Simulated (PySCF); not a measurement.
PySCF 2.14.0, TPSSH/def2-svp, df: Hf(OH)3(OSiH3) ([OH][Hf]([OH])([OH])[O][SiH3]), 12 atoms. The geometry is a generated start, not checked to be a minimum at this level.

| Quantity | Value |
|---|---|
| task | energy |
| method | tpssh |
| basis | def2-svp |
| two-electron scheme | density fitting |
| mol.max_memory | 3000 MB |
| mf.max_cycle | 100 |
| mf.init_guess | minao (default) |
| mf.DIIS | CDIIS (default) |
| mf.conv_tol | 1e-09 (default) |
| mf.grids.level | 3 (default) |
| effective core potentials | those of the basis set, past Kr |
| basis functions | 136 |
| grid points | 158152 |

```xyz
12

Hf     0.4638     0.1661     0.7447
O      1.9085     0.3799     1.9185
H      1.9919     1.2873     2.2346
O     -0.5444    -1.0883     1.7018
H     -0.0976    -1.3479     2.5176
O     -0.3117     1.8561     0.5384
H     -0.8328     1.9589    -0.2646
O      0.7964    -0.4290    -1.0377
Si    -0.5350    -0.6544    -1.8998
H     -1.7172    -0.7963    -0.9777
H     -0.3507    -1.8607    -2.7122
H     -0.7711     0.5283    -2.7637
```

Charge 0 and multiplicity 1 are set for this test and not shown to be the ground state.

One run each on 2 threads, 1 BLAS thread. Values of diis_space tried: 3, 5, 8 (default), 12, 20.

### Question
How does the count of Fock builds change with diis_space, and where is it least?

### Answer
Fewest Fock builds, within one of each other: 8 (default) with 13, 12 with 13, 20 with 13. The count rises to 23 at 3. All converge to one solution.

```json
[
 {"diis_space": "3", "Fock builds": "23", "end": "same solution"},
 {"diis_space": "5", "Fock builds": "16", "end": "same solution"},
 {"diis_space": "8 (default)", "Fock builds": "13", "end": "same solution"},
 {"diis_space": "12", "Fock builds": "13", "end": "same solution"},
 {"diis_space": "20", "Fock builds": "13", "end": "same solution"}
]
```
